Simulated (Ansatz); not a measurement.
We look at the energy change on adding O to slab B from O2 (gas). Reaction: cell B + 1/2 O2 (gas) → cell A. The sign is products less reactants.

Cell A: a slab of composition Sr2Si32H8O built on Si (diamond, Fd-3m) (100), with 30 atoms on that crystal's sites, 43 atoms, square cell of 7.74 Å (59.8 Å²), symmetry Pmm2 within 0.02 Å, 11.5 Å thick under 16 Å of vacuum, in-plane vectors held at the crystal's; planes from bottom to top: H8 | Si4 × 8 | Sr2O, its two faces unlike (dipole correction applied); foreign atoms: eight times H bound to 1 Si at 1.48 Å; two times Sr bound to 7 Si at 3.11–3.49 Å; O bound to 2 Si at 1.69 Å; against B it holds O more, on a cell with four atoms a plane; spin state with PBE: run without spin, k-point mesh 3×3×1.
```yaml
crystal:
  lattice:
    - [7.73573, 0.00000, 0.00000]
    - [0.00000, 7.73573, 0.00000]
    - [0.00000, 0.00000, 27.80842]
  atoms:
    - { symbol: Si, position: [0.00000, 0.00000, 0.31773] }
    - { symbol: Si, position: [0.00000, 0.50000, 0.32784] }
    - { symbol: Si, position: [0.50000, 0.00000, 0.31774] }
    - { symbol: Si, position: [0.50000, 0.50000, 0.32826] }
    - { symbol: Si, position: [0.25001, 0.00000, 0.36657] }
    - { symbol: Si, position: [0.24946, 0.50000, 0.37552] }
    - { symbol: Si, position: [0.74999, 0.00000, 0.36657] }
    - { symbol: Si, position: [0.75054, 0.50000, 0.37552] }
    - { symbol: Si, position: [0.24970, 0.23992, 0.41981] }
    - { symbol: Si, position: [0.24970, 0.76008, 0.41981] }
    - { symbol: Si, position: [0.75030, 0.23992, 0.41981] }
    - { symbol: Si, position: [0.75030, 0.76008, 0.41981] }
    - { symbol: Si, position: [0.00000, 0.23893, 0.46888] }
    - { symbol: Si, position: [0.00000, 0.76107, 0.46888] }
    - { symbol: Si, position: [0.50000, 0.24055, 0.46850] }
    - { symbol: Si, position: [0.50000, 0.75945, 0.46850] }
    - { symbol: Si, position: [0.00000, 0.00000, 0.52299] }
    - { symbol: Si, position: [0.00000, 0.50000, 0.51236] }
    - { symbol: Si, position: [0.50000, 0.00000, 0.52169] }
    - { symbol: Si, position: [0.50000, 0.50000, 0.51267] }
    - { symbol: Si, position: [0.25238, 0.00000, 0.57214] }
    - { symbol: Si, position: [0.24902, 0.50000, 0.55998] }
    - { symbol: Si, position: [0.74762, 0.00000, 0.57214] }
    - { symbol: Si, position: [0.75098, 0.50000, 0.55998] }
    - { symbol: Si, position: [0.25443, 0.27199, 0.61509] }
    - { symbol: Si, position: [0.25443, 0.72801, 0.61509] }
    - { symbol: Si, position: [0.74557, 0.27199, 0.61509] }
    - { symbol: Si, position: [0.74557, 0.72801, 0.61509] }
    - { symbol: Si, position: [0.00000, 0.29396, 0.66625] }
    - { symbol: Si, position: [0.00000, 0.70604, 0.66625] }
    - { symbol: Si, position: [0.50000, 0.33589, 0.66667] }
    - { symbol: Si, position: [0.50000, 0.66411, 0.66667] }
    - { symbol: H, position: [0.00000, 0.14793, 0.28383] }
    - { symbol: H, position: [0.00000, 0.85207, 0.28383] }
    - { symbol: H, position: [0.00000, 0.64977, 0.29490] }
    - { symbol: H, position: [0.00000, 0.35023, 0.29490] }
    - { symbol: H, position: [0.50000, 0.14798, 0.28386] }
    - { symbol: H, position: [0.50000, 0.85202, 0.28386] }
    - { symbol: H, position: [0.50000, 0.64966, 0.29527] }
    - { symbol: H, position: [0.50000, 0.35034, 0.29527] }
    - { symbol: Sr, position: [0.25602, 0.00000, 0.69749] }
    - { symbol: Sr, position: [0.74398, 0.00000, 0.69749] }
    - { symbol: O, position: [0.00000, 0.50000, 0.68683] }
```

Cell B: a slab of composition Sr2Si32H8 built on Si (diamond, Fd-3m) (100), with 30 atoms on that crystal's sites, 42 atoms, square cell of 7.74 Å (59.8 Å²), symmetry Pmm2 within 0.02 Å, 11.5 Å thick under 16 Å of vacuum, in-plane vectors held at the crystal's; planes from bottom to top: H8 | Si4 × 8 | Sr2, its two faces unlike (dipole correction applied); foreign atoms: eight times H bound to 1 Si at 1.48 Å; two times Sr bound to 7 Si at 3.09–3.40 Å; spin state with PBE: run without spin, k-point mesh 3×3×1.
```
SrH4Si16
1.0
    7.73573     0.00000     0.00000
    0.00000     7.73573     0.00000
    0.00000     0.00000    27.80842
Si H Sr
32 8 2
Direct
  0.00000   0.00000   0.31689
  0.00000   0.50000   0.32850
  0.50000   0.00000   0.31689
  0.50000   0.50000   0.32850
  0.25000   0.00000   0.36576
  0.25000   0.50000   0.37587
  0.75000   0.00000   0.36576
  0.75000   0.50000   0.37587
  0.25000   0.23858   0.41949
  0.25000   0.76142   0.41949
  0.75000   0.23858   0.41949
  0.75000   0.76142   0.41949
  0.00000   0.23780   0.46837
  0.00000   0.76220   0.46837
  0.50000   0.23780   0.46837
  0.50000   0.76220   0.46837
  0.00000   0.00000   0.52284
  0.00000   0.50000   0.51134
  0.50000   0.00000   0.52284
  0.50000   0.50000   0.51134
  0.25000   0.00000   0.57285
  0.25000   0.50000   0.55852
  0.75000   0.00000   0.57285
  0.75000   0.50000   0.55852
  0.25000   0.27719   0.61504
  0.25000   0.72281   0.61504
  0.75000   0.27719   0.61504
  0.75000   0.72281   0.61504
  0.00000   0.33376   0.66577
  0.00000   0.66624   0.66577
  0.50000   0.33376   0.66577
  0.50000   0.66624   0.66577
  0.00000   0.14807   0.28301
  0.00000   0.85193   0.28301
  0.00000   0.64980   0.29555
  0.00000   0.35020   0.29555
  0.50000   0.14807   0.28301
  0.50000   0.85193   0.28301
  0.50000   0.64980   0.29555
  0.50000   0.35020   0.29555
  0.25000   0.00000   0.69502
  0.75000   0.00000   0.69502
```

Reference: an isolated O2 molecule (triplet) in a box of 11 × 11 × 13 Å.

Computed with Ansatz (plane waves, PAW), its default PAW set, cutoff 420 eV, 500 eV for r2SCAN. The structures are at rest with PBE, within the held lattices; other levels are single points on them. HSE06 runs on coarser k-point meshes, mended by the PBE difference between the two meshes. Neutral cells; Fermi-Dirac smearing of at most 0.05 eV in the solids, energies taken to zero width. The lattices are those relaxed with PBE or held as stated, so at other levels the solids can be strained, which adds to the spread. Larger cells are relaxed from a start prepared with the learned potential CHGNet, on a coarser mesh till forces fall under 0.03 eV/Å, which some starts already meet. A dispersion term (D3(BJ), or D4 for r2SCAN) was computed beside these levels and is taken off wherever the name lacks it. Nuclei at rest; no vibrational terms. Cells are local rest points, mostly with their start's symmetry. No correction for cell size. Cell A has symmetry Pmm2 within 0.02 Å and got no random move, so less symmetric positions, which may lie lower, weren't tried. Cell B has symmetry Pmm2 within 0.02 Å and got no random move, so less symmetric positions, which may lie lower, weren't tried.

Question: Estimate the value that r2SCAN returns for this input.

Answer: -3.71 eV, for cell B + 1/2 O2 (gas) → cell A.

Question: What do the other levels give, and how wide is the spread?

Answer: 
| Functional | value (eV) | less r2SCAN |
|---|---|---|
| PBE | -3.46 | 0.25 |
| HSE06 | -3.61 | 0.10 |

The levels shown span 0.25 eV, from r2SCAN (-3.71) to PBE (-3.46).

Ansatz is a first-principles code.
